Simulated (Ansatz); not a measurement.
Consider a periodic stack without vacuum, hcp Mg (1 1 0) on alpha quartz (1 0 0) (film strained to the substrate, started from cuts of the bulks and a machine-learned relaxation; slabs Si7O16 and Mg12, which can lie off the formulas): substrate slab Si7O16, film Mg12, surface cells [[0, 1], [-1, 0]] and [[0, 1], [-1, 0]], film strained by -3.0 and -0.6 %, outermost planes O/O and Mg/Mg as cut, which need not be the usual terminations and can put a slab off its formula. Its start:

```
CELL_PARAMETERS angstrom
      5.50951     0.00000     0.07521
      0.00000     5.02113    -0.05586
      0.77961     0.57818    21.46495
ATOMIC_POSITIONS crystal
  Si 0.35787 0.87407 0.07330
  O  0.20357 0.06076 0.12359
  O  0.54223 0.06287 0.02925
  O  0.17343 0.69784 0.03234
  O  0.52837 0.66463 0.11180
  Si 0.31667 0.33832 0.28030
  Si 0.99634 0.07727 0.18025
  Si 0.65997 0.57517 0.17501
  O  0.18192 0.50589 0.33608
  O  0.86850 0.78758 0.19232
  O  0.45591 0.54834 0.23233
  O  0.11830 0.16639 0.24413
  O  0.78903 0.28955 0.16123
  O  0.51273 0.13719 0.30995
  Si 0.25123 0.82843 0.48334
  Si 0.95105 0.53720 0.38571
  Si 0.62759 0.03113 0.37406
  O  0.14295 0.05127 0.53142
  O  0.81710 0.25103 0.39886
  O  0.41683 0.97410 0.42779
  O  0.04133 0.64620 0.45197
  O  0.76522 0.75332 0.35710
  O  0.39312 0.62236 0.52960
  Mg 0.11915 0.39474 0.57011
  Mg 0.38406 0.88736 0.60177
  Mg 0.54844 0.38167 0.67327
  Mg 0.88127 0.88167 0.67101
  Mg 0.02540 0.37766 0.74441
  Mg 0.36564 0.87813 0.74670
  Mg 0.49881 0.37644 0.82237
  Mg 0.84811 0.87453 0.82085
  Mg 0.97402 0.37033 0.89427
  Mg 0.33321 0.87606 0.89324
  Mg 0.39624 0.39145 0.98567
  Mg 0.86149 0.87256 0.98961
```

The start was prepared with a machine-learned potential, and the result is one local minimum, with the in-plane cell held and forces under 0.04 eV/Å; the film can end far from its bulk form.

Method: PBE (plane waves to 420 eV, PAW; Ansatz, a program for electronic structure). No spin–orbit coupling; the runs are not spin-polarised; PBE gaps are too small against experiment. Its k-point mesh 6×6×1, Fermi–Dirac width 0.05 eV.

Predict the relaxed interface.


- interface area = 27.7 Å²
- period = 20.42 Å
- heights between the nearest atoms of the two slabs at the two interfaces = 0.17 and 0.74 Å
- Mg–O contacts across the interfaces within 1.22 times the sum of covalent radii = 10, mean 2.18 Å
- Mg–Si contacts across the interfaces within 1.22 times the sum of covalent radii = 2, mean 3.06 Å
